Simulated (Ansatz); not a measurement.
Crystal: ZrO2 (P4_2/nmc, 6 atoms a cell, 11.3 Å³ an atom); planes in its conventional cell.

Method: r2SCAN (plane waves, PAW; Ansatz, a first-principles code).

No gap correction and no spin-orbit coupling; mid-gap values are interpolated between computed energies.

```json
[
 {"plane": "(001)", "area of the cell (Å²)": "13.0", "mid-gap κ (1/Å)": "0.39", "largest κ in the gap (1/Å)": "0.41"},
 {"plane": "(100)", "area of the cell (Å²)": "18.8", "mid-gap κ (1/Å)": "?", "largest κ in the gap (1/Å)": "?"},
 {"plane": "(110)", "area of the cell (Å²)": "26.6", "mid-gap κ (1/Å)": "?", "largest κ in the gap (1/Å)": "?"},
 {"plane": "(111)", "area of the cell (Å²)": "29.6", "mid-gap κ (1/Å)": "?", "largest κ in the gap (1/Å)": "?"}
]
```

Problem. The slowest decay depends on the direction. Supply the withheld values.

Solution. 
- (100), mid-gap κ (1/Å): 0.40
- (100), largest κ in the gap (1/Å): 0.40
- (110), mid-gap κ (1/Å): 0.34
- (110), largest κ in the gap (1/Å): 0.34
- (111), mid-gap κ (1/Å): 0.37
- (111), largest κ in the gap (1/Å): 0.37
